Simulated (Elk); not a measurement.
A self-consistent single point of YMg (P-3m1, 4 atoms in the cell) with Elk

Method of the run: LDA (PW92), all-electron FP-LAPW, Elk's shipped species files, APW+lo basis with extra local orbitals (Elk).

This input was run:

```
tasks
  0

rgkmax
  7.5

gmaxvr
  16.0

nxlo
  2

lorbcnd
  .true.

lmaxi
  3

stype
  0

swidth
  0.00734986

maxscl
  100

scale
  6.457288539

avec
    1.0000000000    0.0000000042    0.0000000000
   -0.5000000036    0.8660254017    0.0000000000
    0.0000000000    0.0000000000    3.2899080205

sppath
  './'

atoms
  2
  'Y.in'
  2
  0.6666666667  0.3333333333  0.8708900000    0.0 0.0 0.0
  0.3333333333  0.6666666667  0.1291100000    0.0 0.0 0.0
  'Mg.in'
  2
  0.3333333333  0.6666666667  0.6180200000    0.0 0.0 0.0
  0.6666666667  0.3333333333  0.3819800000    0.0 0.0 0.0

ngridk
  8 8 2
```

Log, with long lists cut:

```
│ Elk code version 10.2.4 │

All units are atomic (Hartree, Bohr, etc.)

│ Ground-state run starting from atomic densities │

Lattice vectors :
   6.457288539      0.2712061186E-07   0.000000000
  -3.228644293       5.592175901       0.000000000
   0.000000000       0.000000000       21.24388536

Unit cell volume      :    767.1229340
Brillouin zone volume :   0.3233513202

Muffin-tin inner radius fraction :   0.1000000000E-01

Nuclei treated as point charges

Species :    1 (Y)
 parameters loaded from : Y.in
 name : yttrium
 nuclear charge    :   -39.00000000
 electronic charge :    39.00000000
 atomic mass :    162065.4502
 muffin-tin radius :    2.600000000
 number of radial points in muffin-tin :    597
 atomic positions (lattice), magnetic fields (Cartesian) :
   1 :   0.16666667  0.33333333  0.37089000    0.00000000  0.00000000  0.00000000
   2 :  -0.16666667 -0.33333333 -0.37089000    0.00000000  0.00000000  0.00000000

Species :    2 (Mg)
 parameters loaded from : Mg.in
 name : magnesium
 nuclear charge    :   -12.00000000
 electronic charge :    12.00000000
 atomic mass :    44305.30462
 muffin-tin radius :    2.200000000
 number of radial points in muffin-tin :    397
 atomic positions (lattice), magnetic fields (Cartesian) :
   1 :  -0.16666667 -0.33333333  0.11802000    0.00000000  0.00000000  0.00000000
   2 :   0.16666667  0.33333333 -0.11802000    0.00000000  0.00000000  0.00000000

Total number of atoms per unit cell :    4

Spin treatment :
 spin-unpolarised

Number of Bravais lattice symmetries :   24
Number of crystal symmetries         :   12
Crystal has inversion symmetry
Real symmetric eigensolver will be used

k-point grid :      8     8     2
k-point offset :    0.000000000       0.000000000       0.000000000
k-point set is reduced with full crystal symmetry group
Total number of k-points :       20

Muffin-tin radius times maximum |G+k| :    7.500000000
 using average radius
Maximum |G+k| for APW functions       :    3.125000000
Maximum (1/2)|G+k|²                   :    4.882812500
Maximum |G| for potential and density :    16.00000000
 potential will be trimmed for |G| > 2 gkmax
Constant for pseudocharge density :   10
Radial integration step length :    4

G-vector grid sizes :     35    35   112
Number of G-vectors :    53221

Maximum angular momentum used for
 APW functions                      :    8
 outer part of muffin-tin           :    6
 inner part of muffin-tin           :    3

Total nuclear charge    :   -102.0000000
Total core charge       :    60.00000000
Total valence charge    :    42.00000000
Total excess charge     :    0.000000000
Total electronic charge :    102.0000000

Effective Wigner radius, rₛ :    1.215417248

Number of empty states         :   16
Total number of valence states :   37
Total number of core states    :   60

Conduction state local-orbitals added automatically
Total number of local-orbitals :  294

Exchange-correlation functional :      3     0     0
 Perdew-Wang/Ceperley-Alder, Phys. Rev. B 45, 13244 (1992)
 gradient requirement :    0
 local density approximation (LDA)

Smearing type :    0
 Gaussian
Smearing width :   0.7349860000E-02
Effective electronic temperature (K) :    2320.902224

Mixing type :    3
 Broyden mixing, J. Phys. A: Math. Gen. 17, L317 (1984)

Kohn-Sham potential initialised from atomic data

│ Self-consistent loop started │
│ Loop number : 1 │
 total energy                :     -7195.41917205
│ Loop number : 2 │
 total energy                :     -7191.73529230
RMS change in Kohn-Sham potential (target) :   0.3308071798     (  0.1000000000E-05)
Absolute change in total energy (target)   :    3.683879752     (  0.1000000000E-03)
│ Loop number : 3 │
 total energy                :     -7174.35309026
RMS change in Kohn-Sham potential (target) :   0.1176513519     (  0.1000000000E-05)
Absolute change in total energy (target)   :    18.30317198     (  0.1000000000E-03)
│ Loop number : 4 │
 total energy                :     -7167.58590540
RMS change in Kohn-Sham potential (target) :   0.3882857084E-01 (  0.1000000000E-05)
Absolute change in total energy (target)   :    11.34297785     (  0.1000000000E-03)
│ Loop number : 5 │
 total energy                :     -7166.32368330
RMS change in Kohn-Sham potential (target) :   0.2920079138E-01 (  0.1000000000E-05)
Absolute change in total energy (target)   :    4.097966569     (  0.1000000000E-03)
│ Loop number : 6 │
 total energy                :     -7165.11307761
RMS change in Kohn-Sham potential (target) :   0.2631938792E-01 (  0.1000000000E-05)
Absolute change in total energy (target)   :    2.235097324     (  0.1000000000E-03)
│ Loop number : 7 │
 total energy                :     -7162.42532400
RMS change in Kohn-Sham potential (target) :   0.5083992453E-02 (  0.1000000000E-05)
Absolute change in total energy (target)   :    3.246527948     (  0.1000000000E-03)
│ Loop number : 8 │
 total energy                :     -7162.89900049
RMS change in Kohn-Sham potential (target) :   0.1992379652E-03 (  0.1000000000E-05)
Absolute change in total energy (target)   :   0.3379554968     (  0.1000000000E-03)
│ Loop number : 9 │
 total energy                :     -7162.89169624
RMS change in Kohn-Sham potential (target) :   0.9067464857E-04 (  0.1000000000E-05)
Absolute change in total energy (target)   :   0.9179311819E-01 (  0.1000000000E-03)
│ Loop number : 10 │
 total energy                :     -7162.89911229
RMS change in Kohn-Sham potential (target) :   0.5042368651E-04 (  0.1000000000E-05)
Absolute change in total energy (target)   :   0.1553222949E-01 (  0.1000000000E-03)
│ Loop number : 11 │
 total energy                :     -7162.89650980
RMS change in Kohn-Sham potential (target) :   0.2923171845E-04 (  0.1000000000E-05)
Absolute change in total energy (target)   :   0.6485549756E-02 (  0.1000000000E-03)
│ Loop number : 12 │
 total energy                :     -7162.89482712
RMS change in Kohn-Sham potential (target) :   0.1530568776E-04 (  0.1000000000E-05)
Absolute change in total energy (target)   :   0.3304067205E-02 (  0.1000000000E-03)
│ Loop number : 13 │
 total energy                :     -7162.89391566
RMS change in Kohn-Sham potential (target) :   0.3382923433E-05 (  0.1000000000E-05)
Absolute change in total energy (target)   :   0.1737472632E-02 (  0.1000000000E-03)
│ Loop number : 14 │
 total energy                :     -7162.89372148
RMS change in Kohn-Sham potential (target) :   0.3814675613E-06 (  0.1000000000E-05)
Absolute change in total energy (target)   :   0.6285526479E-03 (  0.1000000000E-03)
│ Loop number : 15 │
 total energy                :     -7162.89368952
RMS change in Kohn-Sham potential (target) :   0.1374186727E-06 (  0.1000000000E-05)
Absolute change in total energy (target)   :   0.1890965714E-03 (  0.1000000000E-03)
│ Loop number : 16 │
 total energy                :     -7162.89369494
RMS change in Kohn-Sham potential (target) :   0.5085470526E-07 (  0.1000000000E-05)
Absolute change in total energy (target)   :   0.4185130911E-04 (  0.1000000000E-03)
Convergence targets achieved

│ Loop number : 17 │

Energies :
 Fermi                       :     0.176675472463
 sum of eigenvalues          :     -4212.68638870
 electron kinetic            :      7374.28377830
 core electron kinetic       :      7127.83932131
 Coulomb                     :     -14294.2708612
 Coulomb potential           :     -11265.1975953
 nuclear-nuclear             :     -478.568471629
 electron-nuclear            :     -16366.2071838
 Hartree                     :      2550.50479422
 Madelung                    :     -8661.67206352
 xc potential                :     -321.772571663
 exchange                    :     -233.953863480
 correlation                 :     -8.95274180734
 total energy                :     -7162.89368818

Density of states at Fermi energy :    135.5691774
 (states/Hartree/unit cell)

Estimated indirect band gap :   0.4525803539E-03
 from k-point     19 to k-point     13
Estimated direct band gap   :   0.2235410458E-02
 at k-point     19

Charges :
 core                        :    60.00000000
 valence                     :    42.00000000
 interstitial                :    7.382037081
 muffin-tins (core leakage)
  species :    1 (Y)
   atom    1                 :    36.85917332     (  0.9061716209E-05)
   atom    2                 :    36.85917332     (  0.9061716209E-05)
  species :    2 (Mg)
   atom    1                 :    10.44980814     (   0.000000000    )
   atom    2                 :    10.44980814     (   0.000000000    )
 total in muffin-tins        :    94.61796292
 total calculated charge     :    101.9967108
 total charge                :    102.0000000
 error                       :   0.3289185094E-02

│ Self-consistent loop stopped │
```

The run converged in 17 iterations. The count includes the last loop, which Elk runs after its targets are met.

The starting cell comes from a database of computed structures (which also holds hypothetical and non-ambient phases and stackings), without a prior relaxation at this level. Values depend on the basis (sphere radii, cutoffs, local orbitals), which need not be converged. The log's line on a gap gives a spacing of levels on this mesh, which the program prints for metals too.
